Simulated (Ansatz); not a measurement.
The starting structures come from a database of crystals and need not be the phases stable at ambient conditions.

 Where the default PAW files enter, the runs use the earlier of Ansatz's two default sets.

Inside the gap of an insulator the Bloch states are evanescent, with a wavenumber k + iκ along the transport direction.

Input:

```xyz
16
Lattice="6.1475 0.0000 -0.0012 0.0000 6.6419 0.0000 0.0008 0.0000 3.6681" Properties=species:S:1:pos:R:3 pbc="T T T"
Sr     3.8759     4.9843     3.6673
Sr     2.2724     1.6634    -0.0004
H      0.7441     5.4950     2.8980
H      5.4042     2.1740     0.7689
H      0.7433     5.4951     0.7698
H      5.4049     2.1741     2.8972
H      5.9655     3.9755     1.8326
H      0.1828     0.6545     1.8343
H      1.8231     4.0042     1.8336
H      4.3252     0.6832     1.8333
O      1.3200     5.8143     3.6679
O      4.8282     2.4933    -0.0010
O      5.7985     4.9338     1.8329
O      0.3498     1.6128     1.8341
O      2.6848     3.5529     1.8335
O      3.4635     0.2320     1.8334
```

Space group of this cell: Pmc2_1. The cell was relaxed by PBE-D3(BJ); by PBEsol its mean pressure is -0.8 GPa.

Transport runs along the normal of the first two printed cell vectors.

No gap correction and no spin-orbit coupling; mid-gap values are interpolated between computed energies.

**Question.** Estimate the band gap and the smallest decay constant κ at mid-gap that PBEsol (Ansatz, a program for electronic structure) returns for this system.

**Answer.** Gap 4.31 eV on a 6×6×8 mesh; κ = 0.382 1/Å, at the zone centre.
